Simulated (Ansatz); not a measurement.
OsCl$_{4}$ (space group Cmmm, No. 65; ferromagnetic; made of chains)

```cif
data_Cl4Os
_chemical_formula_sum 'Os1 Cl4'
_space_group_name_H-M_alt 'P 1'
_space_group_IT_number 1
_cell_length_a 5.95501
_cell_length_b 5.95501
_cell_length_c 3.57795
_cell_angle_alpha 90.000
_cell_angle_beta 90.000
_cell_angle_gamma 94.408
loop_
_space_group_symop_operation_xyz
  'x, y, z'
loop_
_atom_site_label
_atom_site_type_symbol
_atom_site_fract_x
_atom_site_fract_y
_atom_site_fract_z
_atom_site_occupancy
Os1 Os 0.00000 0.00000 0.00000 1
Cl1 Cl 0.27853 0.27853 0.00000 1
Cl2 Cl 0.72147 0.72147 0.00000 1
Cl3 Cl 0.17628 0.82372 0.50000 1
Cl4 Cl 0.82372 0.17628 0.50000 1
```

Calculations: PBEsol/PAW in Ansatz (a first-principles code), without spin-orbit coupling. Settings: 8×8×13 k-points, 0.05 eV Fermi–Dirac smearing.

The volume per atom is 25.30 Å³ and the density comes out as 4.36 g/cm³. The band gap comes out as 0.22 eV, indirect, Y → R and the magnetic state is ferromagnetic. The total energy is -3099.235 eV/atom (σ→0; compares only within this code and set-up).

Other magnetic orders, which the real material may have, were not ruled out. With Os present, leaving out spin-orbit coupling can change the band edges. No phonon test of stability was made. Where the two band edges lie in opposite spin channels, the gap is a spin-flip gap. No dispersion term is included in the PBEsol runs. A zero or small gap of OsCl4 can be the functional's error rather than a property of the material.
